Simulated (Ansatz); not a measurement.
# Worked sum: energy of one form of ZnS over another

This concerns the energy of one form of ZnS over another. The value is E(A) − E(B), in meV per atom.

A: ZnS (wurtzite, P6₃mc), 4 atoms in the cell. Conventional cell: a = 3.845 Å, b = 3.845 Å, c = 6.305 Å, α = 90.00°, β = 90.00°, γ = 120.00°.

B: ZnS (zinc blende, F-43m), 2 atoms in the cell. Conventional cell: a = 5.4432 Å, b = 5.4432 Å, c = 5.4432 Å, α = 90.00°, β = 90.00°, γ = 90.00°.

Setting: static, neutral cells in Ansatz (PAW) whose structures rest at the PBE level. Ansatz (a first-principles code) runs with its PAW set soft_1. A dispersion term (D3(BJ), or D4 for r2SCAN) was computed beside these levels and is taken off wherever the name lacks it.

Total energies of the cells in eV, at zero smearing width. They compare only within one column; the weights balance every element.

```csv
cell,atoms,weight,PBE
A: ZnS (wurtzite),4,+1,-8445.46088
B: ZnS (zinc blende),2,−2,-4222.73615
```

PBE: (-8445.46088) − 2 × (-4222.73615) = 0.011 eV; dividing by 4 atoms gives 3 meV/atom.

What follows from the PBE value: Against the thermal energy at 300 K, k_BT = 25.9 meV, the difference of 2.9 meV per atom is 0.11 k_BT. To turn the order at 1000 K, where k_BT = 86.2 meV, the higher one would need 0.034 k_B per atom more entropy.
